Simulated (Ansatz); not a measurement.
## ZrGe2 (model structure, started from the fluorite type, Fm-3m, No. 225, 3 atoms in the cell)

Level of theory: PBEsol in Ansatz (plane waves, PAW).

Run with plane-wave cutoff 500 eV, 10×10×10 k mesh, Fermi–Dirac smearing 0.05 eV, scalar-relativistic PAW data made under PBE.

Cell (relaxed at this level):

```
CELL_PARAMETERS angstrom
      0.00000     3.19121     3.19121
      3.19121     0.00000     3.19121
      3.19121     3.19121     0.00000
ATOMIC_POSITIONS crystal
  Zr 0.00000 0.00000 0.00000
  Ge 0.25000 0.25000 0.25000
  Ge 0.75000 0.75000 0.75000
```

```
Item              Value
--------  -------------
band gap  zero (no gap)
```

Note: the relaxation could raise the start's symmetry but not lower it, so the cell can be a saddle point.

Spin–orbit coupling is not included.

Computed values are for the static lattice.

Computing time: about 40 core-seconds (a rough figure).

A model structure was made by putting elements into a prototype or built by hand; it is no filed structure, need not be a known phase, and can be a saddle point held by its symmetry.

Ansatz is a first-principles code.
